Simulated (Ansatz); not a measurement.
## Ni on the 1x1 (100) surface of fcc Cu, one in a 2x2 cell, started at the site 'hollow Cu-Cu-Cu-Cu over Cu at depth 1.8 Å'

Computed with PBE (plane waves to 420 eV, PAW; Ansatz, a quantum-chemistry and plane-wave program).

Model: 17-atom slab, 5.3 Å thick at the start under the adsorbate (thin: gaps and levels are the slab's own), 6x6x1 mesh, Fermi-Dirac 0.1 eV, dipole correction, 8 atoms held, the rest relaxed; held to the start's symmetry, so lower structures may exist; spin-polarised, no spin-orbit, no U, no dispersion correction. The starting moment vanished. At the end it is bonded to 4 Cu. In PBE it is, or lies within 0.03 eV of, the lowest of the starts that converged.

```json
{
 "adsorption energy against an atom of fcc Ni, ferromagnetic": "1.22 eV",
 "work_function_of_the_top_face": "4.07 eV",
 "change_of_the_work_function": "-0.48 eV",
 "change_of_the_step_from_the_bottom_to_the_top_vacuum_level_against_the_clean_slab": "-0.44 eV",
 "energy_released_by_relaxation": "0.45 eV",
 "height of the binding atom over the mean of the host atoms within 0.3 Å of the top one": "1.476 Å",
 "magnetic_moment_of_the_cell": "0.00 μB",
 "nearest_host_atoms_of_the_binding_atom": "Cu at 2.36 Å, Cu at 2.36 Å, Cu at 2.36 Å",
 "largest_move_of_a_host_atom": "0.04 Å",
 "cost": "around 21 core-minutes (rough)"
}
```

A negative adsorption energy means that the adsorbate is more stable on the surface than in its reference.
